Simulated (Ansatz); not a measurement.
**Hypothetical wurtzite BeS, pressure series**

Start from BeS in the wurtzite structure (space group P6_3mc, No. 186; a = 3.439 Å, c = 5.667 Å; a hypothetical phase, not in the database extracts checked).

Cell and atoms are relaxed at each pressure.

The values are results of Kohn–Sham DFT with the PBE functional, run in Ansatz (a quantum-chemistry and plane-wave program) with PAW and 420 eV plane waves, no spin-orbit coupling, not measurements.

```json
[
 {"pressure (GPa)": "-1", "volume per atom (Å³/atom)": "14.674"},
 {"pressure (GPa)": "0", "volume per atom (Å³/atom)": "14.514"},
 {"pressure (GPa)": "0.3", "volume per atom (Å³/atom)": "14.468"},
 {"pressure (GPa)": "0.7", "volume per atom (Å³/atom)": "14.406"},
 {"pressure (GPa)": "1.5", "volume per atom (Å³/atom)": "14.287"},
 {"pressure (GPa)": "3", "volume per atom (Å³/atom)": "14.076"},
 {"pressure (GPa)": "5", "volume per atom (Å³/atom)": "13.816"},
 {"pressure (GPa)": "7.5", "volume per atom (Å³/atom)": "?"},
 {"pressure (GPa)": "10", "volume per atom (Å³/atom)": "13.253"}
]
```

Problem. Fit the third-order Birch–Murnaghan form P(V) = (3B₀/2)[(V₀/V)^(7/3) − (V₀/V)^(5/3)]·[1 + (3/4)(B₀′ − 4)((V₀/V)^(2/3) − 1)] (squares taken in P) to the rows shown and predict the withheld row.

Solution. Least squares on the printed values gives V₀ = 14.514 Å³/atom, B₀ = 92.4 GPa, B₀′ = 3.9; this predicts 13.521 Å³/atom, and the run gives 13.522 Å³/atom, in agreement.

Load acts through the strain it causes; cell and atoms are relaxed under it. Whether these cells are dynamically stable was not tested. No other phases were tried under pressure.
